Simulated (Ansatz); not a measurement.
A user runs Ansatz (a program for electronic structure) on Te2Os (Pa-3, 12 atoms in the cell) and asks whether the run is sound. The aim is a self-consistent single point with DFT, PBEsol, plane waves, default PAW files made with PBE.

Cell that was meant: a = 6.4514 Å, b = 6.4514 Å, c = 6.4514 Å, α = 90.00°, β = 90.00°, γ = 90.00°.

Part of the input:

Ansatz 0.2 input:
```yaml
  pseudopotentials: { kind: paw }
scf:
  occupations: { method: cold, width: 0.05 eV }
  max_iter: 40
  convergence: { dr2_threshold: 1.0e-22 eV }
output:
  forces: true
  eigenvalues: true
```

The program printed (abridged):

```
WARN ansatz: RAYON_NUM_THREADS=1 ignored (pool sized by the plan → 1); use --threads N
Pseudopotentials: kind: paw
   [... lines left out ...]
PAW frozen core: Os, regenerated for the run's functional, and the local potential with it
Initial density: superposition of atomic densities (neutral atoms: chi_scale 0, normalization atom), corrected by the library's trained network
Initial wavefunctions: pseudopotential atomic-orbital guess
Eigensolver: davidson
Functional: x = pbesol(κ = 0.804, μ = 0.12345679012345678), c = pbesol(β = 0.046)
SCF iter   1: F=—  HF=-100217.416262 eV  |F-HF|=—  |Δ(HF+E_count)|=         —  Δρ=3.20e-3  dr2=2.33e-2  ethr=1.77e-3  ⟨swp⟩=5.8  Hψ=1678  notcnv=0  defer=15
all-band conjugate gradients solve this SCF's bands
preconditioner: auto → Resta (q_TF=auto, 2.580 Å⁻¹)
SCF iter   2: F=—  HF=-100217.411636 eV  |F-HF|=—  |Δ(HF+E_count)|=   4.63e-3  S|Δr|=    0.00e0  Δρ=1.61e-3  dr2=5.43e-3  ethr=1.21e-5  ⟨swp⟩=2.0  Hψ=703  notcnv=0  defer=30
   [... lines left out ...]
SCF iter  15: F=—  HF=-100217.411296 eV  |F-HF|=—  |Δ(HF+E_count)|=  2.91e-11  S|Δr|=    0.00e0  Δρ=1.03e-12  dr2=2.42e-21  ethr=9.19e-19 (applied; sched 1.00e-12)  ⟨swp⟩=1.0  Hψ=411  notcnv=0  defer=53
SCF iter  16: F=—  HF=-100217.411296 eV  |F-HF|=—  |Δ(HF+E_count)|=    0.00e0  S|Δr|=    0.00e0  Δρ=2.43e-13  dr2=1.26e-22  ethr=9.19e-19 (applied; sched 1.00e-12)  ⟨swp⟩=1.0  Hψ=411  notcnv=0  defer=53
SCF iter  17: F=-100217.411296 eV  HF=-100217.411296 eV  |F-HF|=2.91e-11  |Δ(HF+E_count)|=  2.91e-11  S|Δr|=    0.00e0  Δρ=7.57e-14  dr2=1.79e-23  ethr=1.00e-12  ⟨swp⟩=8.2  Hψ=1216  notcnv=0
SCF 1 converged in 17 iterations: F = -100217.411296 eV  dr2 = 1.79e-23
Stability not checked (fill_not_monotonic)
Free energy (F): -100217.411296 eV
Internal energy: -100217.410361 eV  (E = F + TS)
E sigma→0 (E₀):  -100217.410985 eV
Entropy (-TS):   -0.000936 eV (-0.078 meV/atom)
Fermi energy:    14.463799 eV
--- Forces (eV/Å), atoms counted from 1 ---
  atom   1  Te    -0.11675703    -0.11675703    -0.11675703
  atom   2  Te     0.11675703     0.11675703    -0.11675703
  atom   3  Te    -0.11675703     0.11675703     0.11675703
   [... lines left out ...]
  atom  12  Os    -0.00000000    -0.00000000     0.00000000
--- Stress (GPa, compression-positive) ---
       -3.731828       0.000000       0.000000
        0.000000      -3.731828       0.000000
        0.000000       0.000000      -3.731828
  P = ⅓ Tr σ = -3.7318 GPa (-37.318 kbar)
  The stress holds the Pulay correction. Without it, at fixed plane waves, as pw.x and ABINIT print it: P = -3.7753 GPa
```

Q: Is this run sound? If not, what is wrong?

A: The results can be used. The input holds a threshold far tighter than needed, beside a limit on iterations, which can do harm: each further decade of the residual costs iterations, and near the noise of double precision and of the grids the loop may never get there. Here it did none. The run converged in 17 iterations, and against the sound input the free energy stays essentially unchanged (within 1 meV/atom), the pressure stays at -3.73 GPa and the largest force stays at 0.202 eV/Å. It cost iterations: the sound input took 6.

An input that runs soundly differs in these lines (not the only fix; some lines may just follow from the change or write a value another way):
```diff
-  max_iter: 40
-  convergence: { dr2_threshold: 1.0e-22 eV }
```

With that input, the run converged in 6 iterations: free energy E − TS (on the zero of these files) -100217.4113 eV; Fermi level (on the code's own zero) 14.46 eV; pressure -3.73 GPa; largest force (vector length) 0.202 eV/Å (DFT, PBEsol, plane waves, default PAW files made with PBE).

On the sound input: the starting cell comes from a database of published, mostly measured structures (it also holds non-ambient and calculated ones), without a prior relaxation at this level. Its lattice was rescaled by a random factor within 2.5 % of one. Spin polarisation is off. With a pressure of about -4 GPa the cell is away from its equilibrium volume at this level. Ansatz's pressure includes its estimate of the finite-basis (Pulay) stress.
